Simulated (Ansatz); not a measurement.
Candidates (primitive cells; geometry: cell and atoms relaxed with PBEsol):
A. NaI (Fm-3m), a = b = c = 4.5272 Å, α = β = γ = 60.00°
B. BaO (Fm-3m), a = b = c = 3.882 Å, α = β = γ = 60.00°
C. AgBr (Fm-3m), a = 4.012 Å, b = 4.012 Å, c = 4.012 Å, α = 60.00°, β = 60.00°, γ = 60.00°
D. BaTe (Fm-3m), a = 4.9084 Å, b = 4.9084 Å, c = 4.9084 Å, α = 60.00°, β = 60.00°, γ = 60.00°

**Question.** Rank these by electron conductivity mass (lowest first), as PBEsol with spin-orbit coupling, rigid bands in Ansatz (a first-principles code) gives it.

**Answer.** C (0.187 mₑ), A (0.26 mₑ), D (0.36 mₑ), B (0.50 mₑ)

Masses are for dilute carriers at 300 K, harmonic means over directions unless an axis is named.

Formula and space group known from diffraction (Crystallography Open Database), not checked to be the room-temperature form: BaTe (Fm-3m).
